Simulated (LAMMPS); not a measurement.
Pressure dependence of Ni (fcc) at 1040 K, from the crystal.

All values are model results, not measurements: classical MD, pair style adp, file Ni.adp, run in LAMMPS.

| P (GPa) | state | volume | coordination number |
|---|---|---|---|
| 0 | crystal; no diffusion seen in 30 ps | 11.2100 ± 0.0003 Å³/atom | 12.0 (counted to 3.06 Å) |
| 2 | crystal; no diffusion seen in 30 ps | 11.0624 ± 0.0005 Å³/atom | 12.0 (counted to 3.02 Å) |
| 5 | crystal; no diffusion seen in 30 ps | 10.8598 ± 0.0005 Å³/atom | 12.0 (counted to 3.02 Å) |

Caution (rows 2; 5): a run this short can hold a crystal over, or a liquid under, the potential's own melting point, which these runs don't give.

Estimate the isothermal bulk modulus at zero pressure. A parabola P(ln V) through the three points gives −dP/d ln V = 150 GPa at zero pressure.

States go by the mean squared displacement: a species diffuses where it passes 1.5 Å², still rises and gives D over 1e-6 cm²/s; a crystal has left its structure where atoms lie 0.35 Å off their sites on average or a cubic box changes its shape by 3 %, or the axial ratios of another lie 8 % off the starting cell's, which the potential's own relaxation can also do.

Uncertainties are statistical and leave out the potential's own error.
